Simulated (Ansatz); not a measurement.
Band structure of Ga₃Tc (I4/mmm, 4 atoms in the cell).

```
Ga3Tc
1.0
   -1.89565     1.89565     4.04575
    1.89565    -1.89565     4.04575
    1.89565     1.89565    -4.04575
Ga Tc
3 1
Cartesian
  0.00000   1.89565   2.02287
  1.89565   0.00000   2.02287
  0.00000   0.00000   4.04575
  0.00000   0.00000   0.00000
```

Method: LDA (PW92), PAW files (plane waves; Ansatz, a quantum-chemistry and plane-wave program).

Settings: basis.ecutwfc = 500 eV; kpoints.mp_grid.grid = 9 9 9; hamiltonian.xc = lda; hamiltonian.pseudopotentials = {kind: paw} (the program's default PAW files); scf.occupations.method = gaussian; scf.occupations.width = 0.1 eV; kpoints.band_path.npoints = 8.

The starting cell comes from a database of computed structures (which also holds hypothetical and non-ambient phases and stackings), without a prior relaxation at this level. Spin polarisation is off.

Levels in eV from the Fermi level, bands 24 to 31:
```
point     24     25     26     27     28    29    30    31
-----  -----  -----  -----  -----  -----  ----  ----  ----
Γ      -3.25  -3.22  -0.93  -0.50   1.42  1.42  2.55  3.04
X      -3.71  -3.56  -2.88  -0.17   0.19  1.65  1.96  2.95
Y      -3.50  -2.91  -2.72  -0.32   0.33  1.37  2.75  3.31
S      -2.36  -1.94  -1.58  -0.54   1.02  1.23  2.39  4.65
Z      -2.30  -1.80  -1.25  -1.25  -0.91  2.63  3.23  5.14
S1     -2.36  -1.94  -1.58  -0.54   1.02  1.23  2.39  4.65
N      -3.18  -2.11  -1.66  -0.29   1.53  1.87  2.23  4.04
P      -3.26  -3.26  -2.12  -0.17  -0.17  1.46  2.07  2.07
Y1     -3.50  -2.91  -2.72  -0.32   0.33  1.37  2.75  3.31
```

Bands cross the Fermi level along this path, so the cell is metallic at this level.

Keys are those of Ansatz 0.2.
